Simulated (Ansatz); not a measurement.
Amorphous cells of 8 compositions: the gap between the highest filled and lowest empty level at the zone centre, by PBE and by a single point of r2SCAN on the same geometry (PBE, scalar-relativistic without spin-orbit coupling (plane waves to 420 eV, PAW; Ansatz, a quantum-chemistry and plane-wave program); r2SCAN at 500 eV). The networks come from melt-quench runs on the CHGNet potential at compositions and starting densities chosen by hand, with anions pushed apart in the CHGNet dynamics, and DFT then relaxed them. The cells are small and were quenched far faster than real films, so single cells scatter. Defect or tail levels can set these gaps. The rows are the first to finish with both values and no moments.

| cell | PBE gap x (eV) | r2SCAN gap y (eV) |
|---|---|---|
| A (Si24O51Mo, 2.31 g/cm3) | 1.66 | 1.95 |
| B (Si24O51B2, 2.18 g/cm3) | 2.35 | 2.92 |
| C (Si24O51In2, 2.51 g/cm3) | 3.64 | 4.23 |
| D (Si24O51La2, 2.51 g/cm3) | 4.06 | withheld |
| E (Si24O51Ga2, 2.36 g/cm3) | 4.26 | 4.87 |
| F (Si24O51Lu2, 2.65 g/cm3) | 4.38 | 5.00 |
| G (Si24O50Zr, 2.31 g/cm3) | 4.63 | 5.33 |
| H (Si24O51Al2, 2.16 g/cm3) | 4.66 | 5.32 |

Fit a straight line through the 7 full rows and predict the withheld value for D (Si24O51La2, 2.51 g/cm3).

Means: x = 3.654, y = 4.231. Slope = Σ(Δx Δy) / Σ(Δx²) = 9.372 / 8.536 = 1.1; the r.m.s. residual is 0.061. Prediction: 4.231 + 1.1 × (4.06 − 3.654) = 4.68. The run gave 4.67, 0.01 below the line.
